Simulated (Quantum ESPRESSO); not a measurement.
Several settings converged on MnTlCl3 (P4mm, 5 atoms in the cell)

```
MnTlCl3
1.0
    5.04392     0.00000     0.00000
    0.00000     5.04392     0.00000
    0.00000     0.00000     5.04392
Mn Tl Cl
1 1 3
Direct
  0.50000   0.50000   0.50991
  0.00000   0.00000   0.00000
  0.00000   0.50000   0.50000
  0.50000   0.00000   0.50000
  0.50000   0.50000   0.00000
```
Moments meant for the start (each program seeds them in its own way; μB, in the order of the atoms Mn Tl Cl Cl Cl): 4.0 0.0 0.0 0.0 0.0.

Base method: PBEsol, PseudoDojo standard norm-conserving (PBESOL) pseudopotentials (plane waves; Quantum ESPRESSO).

Base settings: ecutwfc = 100 Ry; occupations = smearing; smearing = fermi-dirac; degauss = 0.000734986 Ry; nspin = 2; potentials = {Mn: Mn.upf, Tl: Tl.upf, Cl: Cl.upf}; K_POINTS = automatic 2 2 2 0 0 0; conv_thr = 1e-10 Ry; mixing_beta = 0.4.

The count of work is k-points × plane waves × bands × iterations; it is no time. Core times come from one kind of shared machine, to one figure; runs under 30 s give none.

**Shifted k-point meshes**

Only quantities that move along the ladder and can be compared are tabulated.

| K_POINTS | free energy less the last step's (meV/atom) | pressure (GPa) | largest difference of a force vector from the last step's (eV/Å) | count of work / last | core time / last (rough) |
|---|---|---|---|---|---|
| automatic 1 1 1 1 1 1 | -73.91 | -1.88 | 0.212 | 0.027 | – |
| automatic 2 2 2 1 1 1 | 8.25 | -1.89 | 0.032 | 0.025 | – |
| automatic 3 3 3 1 1 1 | -0.64 | -2.03 | 0.002 | 0.16 | 0.2 |
| automatic 5 5 5 1 1 1 | 0.00 | -2.01 | 0.000 | 0.45 | 0.5 |
| automatic 7 7 7 1 1 1 | 0.00 | -2.01 | 0.000 | 1.0 | 1 |
| automatic 8 8 8 1 1 1 | 0.00 | -2.01 | 0.000 | 1.0 | 1 |

Coarsest K_POINTS that holds the pressure within 0.1 GPa of the last step, with all finer ones: automatic 3 3 3 1 1 1, at 0.16 of the last step's count of work and about 0.2 of the last step's time; the step before is off by 0.12 GPa.

Coarsest K_POINTS that holds the forces within 0.02 eV/Å of the last step, with all finer ones: automatic 3 3 3 1 1 1, at 0.16 of the last step's count of work and about 0.2 of the last step's time; the step before is off by 0.032 eV/Å.

Coarsest K_POINTS that holds the free energy within 1 meV/atom of the last step, with all finer ones: automatic 3 3 3 1 1 1, at 0.16 of the last step's count of work and about 0.2 of the last step's time; the step before is off by 8.2 meV/atom.

**The number of bands**

The mesh stays at the base's, so the ladder's end is converged at best in this setting alone.

Only quantities that move along the ladder and can be compared are tabulated; the gap is left out on so coarse a mesh.

The magnetic state is not the same in all runs (site moments differ, or a search went on to a lower state), so steps between rows are not convergence errors alone.

```csv
nbnd,free energy less the last step's (meV/atom),pressure (GPa),largest difference of a force vector from the last step's (eV/Å),net moment (μB/atom),count of work / last,core time / last (rough)
25,517.61,-5.25,0.089,0.100,2.2,2
27,0.00,-1.48,0.000,1.000,0.47,0.6
29,0.00,-1.48,0.000,1.000,0.51,0.5
35,0.00,-1.48,0.000,1.000,0.61,0.6
57,0.00,-1.48,0.000,1.000,1.0,1
```

Coarsest nbnd that holds the pressure within 1 GPa of the last step, with all finer ones: 27; the step before is off by 3.8 GPa.

Coarsest nbnd that holds the forces within 0.02 eV/Å of the last step, with all finer ones: 27; the step before is off by 0.089 eV/Å.

Coarsest nbnd that holds the net moment within 0.05 μB/atom of the last step, with all finer ones: 27; the step before is off by 0.90 μB/atom.

On the base run: the starting cell comes from a database of computed structures (which also holds hypothetical and non-ambient phases and stackings), without a prior relaxation at this level. Its lattice was rescaled by up to half a per cent. One atom was moved a little off its site on purpose. With one magnetic atom in the cell only a parallel order is possible.
